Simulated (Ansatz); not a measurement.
Sr3P2 (model structure, started from the A-La2O3 type, P-3m1, No. 164, 5 atoms in the cell), treated with PBE (PAW; Ansatz, a program for electronic structure).

Numerical settings: plane-wave cutoff 520 eV, 12×12×6 k mesh (along the axes of the cell as run), Fermi–Dirac smearing 0.01 eV, scalar-relativistic PAW data made under PBE.

Cell (relaxed with PBEsol):

```xyz
5
Lattice="5.0848 0.0000 0.0000 -2.5424 4.4036 0.0000 0.0000 0.0000 6.5760" Properties=species:S:1:pos:R:3 pbc="T T T"
P      0.0000     2.9357     1.4181
P      2.5424     1.4679     5.1579
Sr     0.0000     0.0000     0.0000
Sr     0.0000     2.9357     4.5148
Sr     2.5424     1.4679     2.0612
```

### Question
Estimate the band gap, smallest direct gap on the k points sampled and Γ–Γ gap that the calculation returns.

### Answer

- band gap: 0.62 eV
- smallest direct gap on the k points sampled: 1.18 eV
- Γ–Γ gap: 1.20 eV

Note: the relaxation could raise the start's symmetry but not lower it, so the cell can be a saddle point; cell and atoms aren't relaxed at this level (largest force component 0.02 eV/Å, pressure 1.8 GPa).

Spin–orbit coupling is not included.

Computing time: roughly 70 core-seconds.

A model structure was made by putting elements into a prototype or built by hand; it is no filed structure, need not be a known phase, and can be a saddle point held by its symmetry.
